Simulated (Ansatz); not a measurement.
The parent structure is CuAu (space group P4/mmm, No. 123; relaxed with 0.1 eV smearing).

```
CuAu
1.0
    2.86941     0.00000     0.00000
    0.00000     2.86941     0.00000
    0.00000     0.00000     3.64523
Cu Au
1 1
Direct
  0.00000   0.00000   0.00000
  0.50000   0.50000   0.50000
```

Calculations: DFT with PBE, PAW potentials and a 420 eV plane-wave cutoff in Ansatz (an electronic-structure program), scalar-relativistic without spin-orbit coupling.

Strains are applied to the cell and any free atomic positions relax.

One change was made to it. Results:

| quantity | base | after |
|---|---|---|
| pressure (mean of the normal stresses, compression positive) | 0.0 GPa | 13.1 GPa |
| energy relative to the base (free energy F) | 0 meV/atom | +41 meV/atom |

Question: What was done to the base?
(A) isotropic strain +1.50 %
(B) isotropic strain −2.50 %
(C) isotropic strain −0.50 %
(D) isotropic strain −2.00 %
(E) isotropic strain −3.00 %

Answer: B, isotropic strain −2.50 %. For comparison, the energy relative to the base in the other runs: isotropic strain +1.50 % gives +12 meV/atom; isotropic strain −3.00 % gives +61 meV/atom; isotropic strain −0.50 % gives +1.5 meV/atom; isotropic strain −2.00 % gives +26 meV/atom.

Stability against distortions was not tested. All final runs are without spin polarisation.
